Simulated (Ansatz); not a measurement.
```xyz
4
Lattice="3.3750 0.0000 0.0000 -1.6875 2.9229 0.0000 0.0000 0.0000 21.3500" Properties=species:S:1:pos:R:3 pbc="T T T"
B      0.0000     1.9486     8.8534
As     1.6875     0.9743     8.8576
B      0.0000     1.9486    12.4966
As     0.0000     0.0000    12.4924
```

Methods: PBE+D3(BJ) (plane waves to 420 eV, PAW; Ansatz, a program for electronic structure); PBE+D3(BJ) with spin-orbit coupling (plane waves to 420 eV, PAW; Ansatz). Geometries and values that name no level are of the first. Values not marked SOC have no spin–orbit coupling; PBE gaps are too small against experiment. Its k-point mesh 12×12×1, Fermi–Dirac width 0.01 eV. A dipole correction is on.

Task: Name the layers and their stacking, and give its binding and gap.

Result: 2 layers of BAs-ML, started at antiparallel, shifted by (2/3,1/3) (facing B atop B, which symmetry holds and which is mostly a maximum against sliding; BAs-ML a predicted or substrate-bound sheet, here free).
* **step of the vacuum level across the stack (top less bottom)**: 0.00 eV
* **interaction energy of the frozen layers**: -20.0 meV/Å²
* **interaction energy without the D3 term at this geometry**: +2.7 meV/Å²
* **PBE gap over the mesh and listed points off it**: 0.28 eV, direct
* **valence and conduction edges under the vacuum level of the lower face**: 5.00 and 4.71 eV
* **PBE+SOC gap at the same geometry**: 0.29 eV
